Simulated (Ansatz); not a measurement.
**SrC2 (C2/c, No. 15)**

All values below come from PBEsol (PAW; Ansatz, a first-principles code).

Settings: plane-wave cutoff 500 eV, 10×10×6 k mesh (along the axes of the cell as run), gaussian smearing 0.02 eV, scalar-relativistic PAW data made under PBE.

Cell (relaxed at this level):

Space group C2/c (No. 15); a = 6.953 Å, b = 4.373 Å, c = 7.731 Å, α = γ = 90.00°, β = 107.72°

| atom | site | symmetry | x | y | z |
|---|---|---|---|---|---|
| Sr | 4e | 2 | 0.0000 | 0.1750 | 0.2500 |
| C | 8f | 1 | 0.2760 | 0.1464 | 0.0590 |
(The calculation used a cell of 6 atoms; values per cell refer to that cell.)

```yaml
band_gap: 2.02 eV (on the SCF k mesh)
```

Note: the relaxation could not lower the start's symmetry, so the cell can be a saddle point above a distorted one.

Spin–orbit coupling is not included.

The computed numbers hold no vibrational or temperature effects.

Cost on a shared machine: about 2.7 core-minutes (a rough figure).
